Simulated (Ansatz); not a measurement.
We consider Al3SiCN3 (model structure, P3m1, No. 156, 8 atoms in the cell), described by r²SCAN (plane waves, PAW; Ansatz, a first-principles code).

Settings: plane-wave cutoff 560 eV, 24×24×6 k mesh (along the axes of the cell as run), Fermi–Dirac smearing 0.05 eV, scalar-relativistic PAW data made under PBE.

Cell (relaxed at this level):

Al3CN3Si is taken in the trigonal space group P3m1 (No. 156), Pearson symbol hP8. Lattice parameters: a = 3.1209 Å, b = 3.1209 Å, c = 9.9801 Å, α = 90.00°, β = 90.00°, γ = 120.00°. Al1 on 1c sees 3 C at 1.915 Å and 1 N at 1.953 Å (tetrahedral). N1 on 1c is coordinated by 4 Al at 1.871–1.953 Å (tetrahedral). Al2 on 1a has 4 N at 1.871–1.948 Å (tetrahedral). N2 on 1a is surrounded by 4 Al at 1.870–1.948 Å (tetrahedral). Al3 on 1c is surrounded by 3 N at 1.870 Å and 1 N at 1.967 Å (tetrahedral). N3 on 1c is coordinated by 3 Si at 1.948 Å and 1 Al at 1.967 Å (tetrahedral). Si on 1a sees 1 C at 1.721 Å and 3 N at 1.948 Å (tetrahedral). C on 1a sees 1 Si at 1.721 Å and 3 Al at 1.915 Å (tetrahedral). (Neighbours: up to the widest gap in distance over summed covalent radii, below 1.35, at either atom; cation-cation and far metal-metal contacts left out.)

### Question
What does this level give for the band gap and bulk modulus?

### Answer

- band gap = 0.85 eV (on the SCF k mesh)
- bulk modulus = 200 GPa

Note: the bulk modulus is −V dP/dV from two relaxed cells at ±2 % in volume; the relaxation could raise the start's symmetry but not lower it, so the cell can be a saddle point.

The computed numbers hold no vibrational or temperature effects.

A model structure was made by putting elements into a prototype or built by hand; it is no filed structure, need not be a known phase, and can be a saddle point held by its symmetry.
